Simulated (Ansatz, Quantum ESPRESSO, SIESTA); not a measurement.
## One structure in several programs: KRuO3 (P1, 5 atoms in the cell)

Self-consistent single point, at a second geometry (atoms moved at random). First geometry:

```yaml
crystal:
  lattice:
    - [3.93928, 0.00000, 0.00000]
    - [0.00000, 3.93928, 0.00000]
    - [0.00000, 0.00000, 3.93928]
  atoms:
    - { symbol: K, position: [0.50000, 0.50000, 0.50000] }
    - { symbol: Ru, position: [0.00000, 0.00000, 0.00000] }
    - { symbol: O, position: [0.00000, 0.00000, 0.50000] }
    - { symbol: O, position: [0.50000, 0.00000, 0.00000] }
    - { symbol: O, position: [0.00000, 0.50000, 0.00000] }
```

Second geometry:
```
KRuO3
1.0
    3.93928     0.00000     0.00000
    0.00000     3.93928     0.00000
    0.00000     0.00000     3.93928
K Ru O
1 1 3
Direct
  0.49195   0.49726   0.51480
  0.01537   0.99346   0.00708
  0.99916   0.98864   0.48879
  0.50154   0.00028   0.99257
  0.99198   0.52036   0.99676
```

Shared settings, as Ansatz (an electronic-structure program) writes them: kpoints.mp_grid.grid = 8 8 8; scf.occupations.method = fermi_dirac; scf.occupations.width = 0.0037 Ry. Potentials and cutoffs stand in the table.

| code | model | ΔF from the first geometry (meV/atom) | pressure (GPa) | largest force (eV/Å) | cutoff |
|---|---|---|---|---|---|
| SIESTA | GGA PBEsol, numerical atomic orbitals DZP, PseudoDojo PBEsol standard norm-conserving potentials (rewritten from UPF to PSML) | 21.9 | -3.29 | 1.411 | grid 400 Ry |
| Ansatz | PBEsol, PAW files made with PBE | 18.6 | -8.19 | 1.149 | 30.9 Ry |
| Quantum ESPRESSO | PBEsol, PseudoDojo standard norm-conserving (PBESOL) pseudopotentials | 19.0 | -7.85 | 1.170 | 85 Ry |

Size of the force on each atom (eV/Å): Sizes of forces hide their directions.

```tsv
code	K1	Ru2	O3	O4	O5
SIESTA	0.326	0.803	0.749	0.317	1.411
Ansatz	0.273	0.606	0.622	0.297	1.149
Quantum ESPRESSO	0.273	0.629	0.631	0.297	1.170
```

On Ansatz's run: spin polarisation is off; with an odd number of electrons in the cell that forces a metal, and a magnetic state may lie lower.

The spread over the programs that give each value: ΔF from the first geometry within 3.3 meV/atom; pressure within 4.90 GPa; largest force within 0.262 eV/Å.

SIESTA uses small atom-centred bases, whose incompleteness enters pressures, forces and empty levels differently from a plane-wave cutoff. Ansatz's pressure is given at a fixed set of plane waves, as the other plane-wave codes print theirs; with its correction for the finite basis it is -7.74 GPa (the shift of 0.45 GPa shows how far the cutoff is from converged). In the pressure, SIESTA (by 4.73) lies more than 1 GPa from the median of the plane-wave programs. In the force vectors, SIESTA (by 0.271) lies more than 0.08 eV/Å from the median of the plane-wave programs.

The starting cell comes from a database of computed structures (which also holds hypothetical and non-ambient phases and stackings), without a prior relaxation at this level. For this run, on top of that: atoms moved at random.

Left out of this page: CP2K (unsound by tests on forces, stress, charge or solver warnings).

Keys are those of Ansatz 0.2.
